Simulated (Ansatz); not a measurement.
We consider fluorite NiSi₂, described by BLYP (Ansatz, a quantum-chemistry and plane-wave program, PAW).

Numerical settings: plane-wave cutoff 520 eV, 18×18×18 k mesh, Fermi–Dirac smearing 0.05 eV, no spin polarisation, scalar-relativistic PAW data made under PBE.

Cell (relaxed at this level):

```cif
data_NiSi2
_chemical_formula_sum 'Si2 Ni1'
_space_group_name_H-M_alt 'P 1'
_space_group_IT_number 1
_cell_length_a 3.92082
_cell_length_b 3.92082
_cell_length_c 3.92082
_cell_angle_alpha 60.000
_cell_angle_beta 60.000
_cell_angle_gamma 60.000
loop_
_space_group_symop_operation_xyz
  'x, y, z'
loop_
_atom_site_label
_atom_site_type_symbol
_atom_site_fract_x
_atom_site_fract_y
_atom_site_fract_z
_atom_site_occupancy
Si1 Si 0.25000 0.25000 0.25000 1
Si2 Si 0.75000 0.75000 0.75000 1
Ni1 Ni 0.00000 0.00000 0.00000 1
```

### Question
Estimate the bulk modulus B0 and pressure derivative B′ of the bulk modulus that the calculation returns.

### Answer

- bulk modulus B0 = 114 GPa
- pressure derivative B′ of the bulk modulus = 5.1

The run finds no gap.

Computing time: very roughly 2.8 core-minutes.
